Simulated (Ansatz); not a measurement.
The starting structures come from a database of crystals and need not be the phases stable at ambient conditions.

 Where the default PAW files enter, the runs use the earlier of Ansatz's two default sets.

By PBEsol, the system below comes out a metal.

Without scattering a metal conducts by its projected Fermi surface.

```
CELL_PARAMETERS angstrom
      6.43285     0.00000     0.00000
      2.75871     5.81129     0.00000
      1.22471    -3.29280     1.84779
ATOMIC_POSITIONS crystal
  Si 0.66667 0.53244 0.19911
  Si 0.33333 0.46756 0.80089
  Rh 0.66667 0.00697 0.67364
  Rh 0.33333 0.99303 0.32636
  Rh 0.00000 0.00000 0.00000
```

Space group of this cell: P-3m1. The cell is taken as given; by PBEsol its mean pressure is -2.4 GPa.

The current flows along the normal of the first two printed cell vectors, the (111) plane of the conventional cell. No spin-orbit coupling; the value is a mean over 0.1 eV about the Fermi level.

Estimate the ballistic conductance per area that PBEsol in Ansatz (a first-principles code) returns for this system.

0.54 × 10¹⁵ S/m² for both spins.
